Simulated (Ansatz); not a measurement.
A thin film of fcc (Cu type) Ir is deposited stress-free at 500 K on a thick substrate of Ge in the diamond structure and cooled to 300 K. Take the in-plane direction as the cubic or basal-plane axis of each crystal, and these free lattice constants from quasi-harmonic approximation on DFT at the PBEsol level (Ansatz, an electronic-structure program).

```
crystal  a at 300 K (Å)  a at 500 K (Å)
-------  --------------  --------------
Ir              3.83899         3.84430
Ge              5.68987         5.69832
```

 Spin-orbit coupling is not included.

### Question
What in-plane thermal strain does the film carry at 300 K, and is it tensile or compressive?

### Answer
With logarithmic strains ln(a_hot/a_300): left free, the film would shrink by 0.138 % and the substrate by 0.148 %. The film is held to the substrate, so its strain is -0.010 %: too small for its sign to be trusted, since the expansions can carry errors of that size. Plastic relief and phase changes are ignored.

The PAW data sets were generated under PBE and serve the other functionals too.
